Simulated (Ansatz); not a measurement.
## Habitual settings against a tight run: Ti (P6_3/mmc, 2 atoms in the cell)

Self-consistent single point.

```
Ti
1.0
    2.95393     0.00000     0.00000
   -1.47697     2.55818     0.00000
    0.00000     0.00000     4.66963
Ti
2
Cartesian
  0.00000   1.70545   1.16741
  1.47697   0.85273   3.50222
```

Method of the run: revPBE, PAW files made with PBE (plane waves; Ansatz, a program for electronic structure).

Base settings: basis.ecutwfc = 420 eV; kpoints.mp_grid.grid = 17 17 9; hamiltonian.xc = revpbe; hamiltonian.pseudopotentials = {kind: paw} (the program's default PAW files); scf.occupations.method = cold; scf.occupations.width = 0.1 eV.

Tight run (finer mesh or higher cutoff; not a proven limit): basis.ecutwfc: 420 eV → 590 eV; kpoints.mp_grid.grid: 17 17 9 → 23 23 13; scf.convergence.dr2_threshold: default (1e-07 eV) → 1e-09 eV. It gave Fermi level (on the code's own zero) 13.14 eV; pressure 0.64 GPa.

Quick runs, as changes from the base:
- A: the base itself
- B: basis.ecutwfc: 420 eV → 250 eV; kpoints.mp_grid.grid: 17 17 9 → 1 1 1; scf.occupations.width: 0.1 eV → 0.2 eV; scf.convergence.dr2_threshold: default (1e-07 eV) → 0.001 eV
- C: basis.ecutwfc: 420 eV → 335 eV; kpoints.mp_grid.grid: 17 17 9 → 2 2 2; scf.convergence.dr2_threshold: default (1e-07 eV) → 0.001 eV
- D: basis.ecutwfc: 420 eV → 250 eV; kpoints.mp_grid.grid: 17 17 9 → 6 6 6
- E: basis.ecutwfc: 420 eV → 295 eV; kpoints.mp_grid.grid: 17 17 9 → 8 8 8
- F: kpoints.mp_grid.grid: 17 17 9 → 4 4 4; scf.occupations.method: cold → gaussian; scf.occupations.width: 0.1 eV → 0.2 eV

Energies are extrapolated to zero smearing width, which holds to low order in the width alone.

The count of work is k-points × plane waves × bands × iterations; it is no time. 

Pressures in the table are Ansatz's without its Pulay estimate, at a fixed set of plane waves; the tight run's value above holds the estimate.

The starting cell comes from a database of computed structures (which also holds hypothetical and non-ambient phases and stackings), without a prior relaxation at this level. Its lattice was rescaled by a random factor within 2.5 % of one. Spin polarisation is off.

```
run  energy less tight (meV/atom)  pressure less tight (GPa)  count of work / tight
---  ----------------------------  -------------------------  ---------------------
A                             2.5                      -0.04                   0.22
B                           547.7                       9.24                0.00092
C                          -256.3                     -10.45                 0.0027
D                           489.2                     -30.84                  0.020
E                            59.6                      -5.86                  0.038
F                            -5.4                      -0.09                  0.016
```

Among the runs at the tight run's level, the energy misses run from 2.5 to 547.7 meV/atom.

Keys are those of Ansatz 0.2.
